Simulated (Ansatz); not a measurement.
The starting structures come from a database of crystals and need not be the phases stable at ambient conditions.

Consider the following.

```yaml
crystal:
  lattice:
    - [4.22147, 0.00000, 0.00000]
    - [0.00000, 6.81672, 0.00000]
    - [2.11074, 0.00000, 3.65590]
  atoms:
    - { symbol: Mg, position: [0.66667, 0.50169, 0.66667] }
    - { symbol: Mg, position: [0.33333, 0.00169, 0.33333] }
    - { symbol: Se, position: [0.66667, 0.12331, 0.66667] }
    - { symbol: Se, position: [0.33333, 0.62331, 0.33333] }
```

Space group of this cell: P6_3mc, wurtzite. The cell is taken as given.

Transport runs along the normal of the first two printed cell vectors, the (100) plane of the conventional cell.

No gap correction and no spin-orbit coupling; mid-gap values are interpolated between computed energies.

Task: Estimate the band gap and the smallest decay constant κ at mid-gap that r2SCAN (Ansatz, a first-principles code) returns for this system.

Result: Gap 3.36 eV on a 8×6×8 mesh; κ = 0.221 1/Å, at the zone centre.
